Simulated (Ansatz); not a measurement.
Response to strain in MgTe

Base system: MgTe in the zinc blende structure (space group F-43m, No. 216).

```
MgTe
1.0
    0.00000     3.21965     3.21965
    3.21965     0.00000     3.21965
    3.21965     3.21965     0.00000
Mg Te
1 1
Direct
  0.00000   0.00000   0.00000
  0.25000   0.25000   0.25000
```

Cartesian axes are those of the cell as printed.

Strains are applied to the cell and any free atomic positions relax; under biaxial strain the out-of-plane vector relaxes too.

Calculations: Kohn–Sham DFT with the PBEsol functional, run in Ansatz (a first-principles code) with PAW and 420 eV plane waves, spin-orbit coupling left out.

```tsv
biaxial strain, plane normal [111], relaxed out of plane (%)	band gap (eV)
0	2.35
0.42	2.29
0.83	?
1.25	2.19
1.67	2.14
2.08	2.08
2.5	2.03
```

**Question.** Fit E_g = E₀ + Dε (ε in %) to the rows shown and predict the withheld row.

**Answer.** Least squares on the printed values gives E₀ = 2.35 eV, D = -127 meV per % of strain (largest residual 0.00 eV); this predicts 2.24 eV, and the run gives 2.24 eV, in agreement.

Spin-orbit coupling, missing from the scalar runs, can matter with Te. Whether these cells are dynamically stable was not tested.
